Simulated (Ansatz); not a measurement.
# HfO2 with two functionals, biaxial strain −2.39 %, plane normal [001], relaxed out of plane

Start from HfO₂ (space group P4_2/nmc, No. 137; a = 3.604 Å, c = 5.264 Å). Axes: x, y, z lie along a, b, c of the conventional cell.

(Cell as relaxed with PBE.)

Levels (all Ansatz, a first-principles code, PAW): PBE (420 eV, no spin-orbit coupling); r2SCAN (500 eV, without spin-orbit coupling).

Each level relaxes its own structure.

```csv
base,PBE,r2SCAN
volume per atom,11.40 Å³,11.09 Å³
lattice parameter a,3.604 Å,3.577 Å
band gap,4.67 eV,5.27 eV
```

The change: biaxial strain −2.39 %, plane normal [001], relaxed out of plane (Cartesian); in-plane vectors clamped, the third vector and the atoms free.

```tsv
quantity	PBE	r2SCAN
smallest direct gap	4.74 eV	5.35 eV
out-of-plane strain	+1.28 %	+1.26 %
band gap	4.69 eV	5.26 eV
```

PBE's smallest direct gap lies 0.605 eV below r2SCAN's; PBE's band gap lies 0.57 eV below r2SCAN's. Neither level is exact; r2SCAN is the comparison here, not a measurement.

With Hf present, leaving out spin-orbit coupling can change the band edges. No phonon test of stability was made. This is not the structure that HfO2 has at room temperature and ambient pressure.
